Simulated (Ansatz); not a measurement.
Consider KMgF₃ in the cubic perovskite structure (space group Pm-3m, No. 221).

```
CELL_PARAMETERS angstrom
      3.99133     0.00000     0.00000
      0.00000     3.99133     0.00000
      0.00000     0.00000     3.99133
ATOMIC_POSITIONS crystal
  K  0.00000 0.00000 0.00000
  Mg 0.50000 0.50000 0.50000
  F  0.50000 0.00000 0.50000
  F  0.00000 0.50000 0.50000
  F  0.50000 0.50000 0.00000
```

Cartesian axes are those of the cell as printed.

Calculations: PBEsol (Ansatz, an electronic-structure program, PAW, scalar-relativistic without spin-orbit coupling).

Before the change:

| Property | Value |
|---|---|
| Smallest direct gap | 7.44 eV |

Perturbation: compressive biaxial strain of 1.80 % in the plane normal to [001], as in epitaxy on a mismatched substrate; the out-of-plane cell vector and the atoms relax.

### Question
What does the calculation give for the ratio −ε⊥/ε∥ and smallest direct gap after the change?

### Answer
The ratio −ε⊥/ε∥ amounts to 0.61; the smallest direct gap grows by 0.18 eV to 7.62 eV.

Stability against distortions was not tested.
